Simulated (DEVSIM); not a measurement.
Structure: Schottky contact on n-type GaSb, at 300 K.

| layer (left to right) | material | thickness (μm) | Nd (cm⁻³) | τn (s) | τp (s) |
|---|---|---|---|---|---|
| 1 | GaSb | 3.80 | 9.7e16 | 1.1e-9 | 1.1e-9 |

Left contact: Schottky, work function 4.43 eV, emission velocity 3e6 cm/s. Right contact: ohmic. Voltage is applied to the left contact. Recombination: SRH at mid-gap. Mobility is μmin + (μ − μmin)/(1 + (N/Nref)^α).

This is a model device: material constants are rounded textbook-type values typed into the input, and sizes, dopings and lifetimes were drawn at random. Values at 300 K.

| parameter | GaSb |
|---|---|
| gap (eV) | 0.726 |
| affinity (eV) | 4.06 |
| permittivity | 15.7 |
| Nc (cm⁻³) | 2.1e17 |
| Nv (cm⁻³) | 1.8e19 |
| μn (cm²/Vs) | 5000 |
| μp (cm²/Vs) | 850 |
| μn,min | 1000 |
| μp,min | 190 |
| Nref,n | 2.8e17 |
| Nref,p | 9e17 |
| αn | 1.05 |
| αp | 0.65 |

Simulated with DEVSIM: 1D drift-diffusion, Boltzmann statistics, complete ionisation; no tunnelling, impact ionisation, image-force lowering or self-heating. Metal contacts follow the ideal Schottky-Mott rule: no Fermi-level pinning, no interface dipoles.

The metal work function was swept, all else fixed.

| metal work function (eV) | potential step across the device at zero bias (V) | largest field in the device at zero bias (V/cm) |
|---|---|---|
| 4.28 | 0.200 | 62000 |
| 4.33 | 0.250 | 70000 |
| 4.38 | 0.300 | 78000 |
| 4.43 | 0.350 | 85000 |
| 4.48 | 0.400 | 91000 |
| 4.53 | 0.450 | 97000 |
| 4.58 | 0.500 | 100000 |
| 4.63 | 0.550 | 110000 |

From the first row to the last the potential step across the device at zero bias goes from 0.200 to 0.550. From the first row to the last the largest field in the device at zero bias goes from 62000 to 110000.
